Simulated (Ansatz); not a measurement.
Consider HfN in the rock salt structure (space group Fm-3m, No. 225; a = 4.502 Å; relaxed with 0.1 eV smearing). Axes: x, y, z lie along the cube axes.

Level of theory: Ansatz (an electronic-structure program), PBEsol, PAW, cutoff 420 eV, scalar-relativistic without spin-orbit coupling.

One thing is altered: uniaxial stress, 1 GPa tension along z; all other stress components relax to zero.

Problem. What does the calculation give for the strain response and energy relative to the base after the change?

Solution. The strain response (xx, yy, zz) comes out as (−0.02, −0.02, +0.17) %; the energy hardly moves.

Stability under load was not tested beyond the relaxation. All final runs are without spin polarisation. An odd electron count without spin: HfN.
